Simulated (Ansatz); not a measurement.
Pressure series in hypothetical rock salt PdGe

Take PdGe in the rock salt structure (space group Fm-3m, No. 225; a = 5.1661 Å; a hypothetical phase, not in the database extracts checked) as the base.

Cell and atoms are relaxed at each pressure.

Level of theory: Ansatz (a first-principles code) r2SCAN, scalar-relativistic without spin-orbit coupling.

```
P (GPa)  V (Å³/atom)
-------  -----------
-2.00         17.536
-1.00         17.381
0.30          17.191
0.70          17.135
1.49          17.027
2.99          16.834
5.00          16.593
7.49          16.321
9.99          16.071
```

A third-order Birch–Murnaghan fit to these points gives V₀ = 17.23 Å³/atom, B₀ = 120 GPa and B₀′ = 5.0. At pressure 10 GPa the volume is 93.3 % of V₀.

Load acts through the strain it causes; cell and atoms are relaxed under it. Whether these cells are dynamically stable was not tested. No other phases were tried under pressure. All final runs are without spin polarisation.
